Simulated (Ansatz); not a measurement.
Reference: SrPd$_{5}$ (P6/mmm), PBEsol, DFPT electron-phonon coupling, linearised Boltzmann equation (plane waves, PAW, scalar-relativistic; Ansatz, a program for electronic structure); geometry: relaxed with this functional, without spin-orbit coupling.

```
Pd5Sr
1.0
    5.36086     0.00000     0.00000
   -2.68043     4.64264     0.00000
    0.00000     0.00000     4.35604
Sr Pd
1 5
Direct
  0.00000   0.00000   0.00000
  0.66667   0.33333   0.00000
  0.33333   0.66667   0.00000
  0.50000   0.00000   0.50000
  0.50000   0.50000   0.50000
  0.00000   0.50000   0.50000
```

resistivity at 300 K: 18.7 μΩ·cm

Question: Replace Sr by La on the same sites and relax. What happens?

Answer: LaPd$_{5}$ (P6/mmm): volume per atom 18.1 to 17.9 Å³; resistivity at 300 K rises (18.7 μΩ·cm to 38 μΩ·cm).

Moves up to 16 % count as about the same. Metals; harmonic phonons alone scatter; means over directions. Halving the electron mesh moves these values by up to 11 %; q meshes are mostly untested. Some of the runs warned that the eigensolver left states short of its tolerance. Spin-orbit coupling is left out.

Formula and space group known from diffraction (Crystallography Open Database), not checked to be the room-temperature form: SrPd5 (P6/mmm). Computed structure with no diffraction record at hand here (it may be known, metastable or hypothetical): LaPd5 (P6/mmm).
